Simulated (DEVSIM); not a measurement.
## abrupt Si p-n junction

System: abrupt Si p-n junction, at 300 K.

```tsv
layer (left to right)	material	thickness (μm)	Nd (cm⁻³)	Na (cm⁻³)	τn (s)	τp (s)
1	Si	40.0	-	1.3e15	0.00011	0.00011
2	Si	8.90	9e14	-	0.00011	0.00011
```

Left contact: ohmic. Right contact: ohmic. Voltage is applied to the left contact. Recombination: SRH at mid-gap, radiative, Auger. Mobility is μmin + (μ − μmin)/(1 + (N/Nref)^α).

The device is made up for the run: typed textbook-type constants, with dimensions and the other settings drawn at random. Values at 300 K.

| parameter | Si |
|---|---|
| gap (eV) | 1.124 |
| affinity (eV) | 4.05 |
| permittivity | 11.7 |
| Nc (cm⁻³) | 2.86e19 |
| Nv (cm⁻³) | 3.1e19 |
| μn (cm²/Vs) | 1417 |
| μp (cm²/Vs) | 470 |
| μn,min | 52 |
| μp,min | 45 |
| Nref,n | 9.7e16 |
| Nref,p | 2.2e17 |
| αn | 0.68 |
| αp | 0.72 |
| B (cm³/s) | 4.7e-15 |
| Cn (cm⁶/s) | 2.8e-31 |
| Cp (cm⁶/s) | 9.9e-32 |

Simulated with DEVSIM: 1D drift-diffusion, Boltzmann statistics, complete ionisation; no tunnelling, impact ionisation, image-force lowering or self-heating.

| Quantity | Value |
|---|---|
| Potential step across the device at zero bias | 0.595 V |
| Largest field in the device at zero bias | 9500 V/cm |
| Dark forward voltage at 1 A/cm² | 0.584 V |
| Dark forward voltage at 100 A/cm² | 1.181 V |

Dark forward current:

(V (V), J (A/cm²)): (0.05, 2.7e-9); (0.15, 1.4e-7); (0.30, 4.6e-5); (0.40, 0.0022); (0.55, 0.45); (0.65, 3.4); (0.75, 11); (0.90, 31); (1.00, 51); (1.10, 76); (1.25, 120); (1.35, 160); (1.50, 230); (1.60, 280)

Dark reverse current:

| V (V) | J (A/cm²) |
|---|---|
| -0.10 | -5.4e-10 |
| -0.25 | -6.6e-10 |
| -0.50 | -8.2e-10 |
| -0.75 | -9.7e-10 |
| -1.00 | -1.1e-9 |
| -1.50 | -1.3e-9 |
| -2.00 | -1.5e-9 |
| -2.50 | -1.7e-9 |
| -3.25 | -2.0e-9 |
| -4.00 | -2.2e-9 |
| -5.00 | -2.5e-9 |
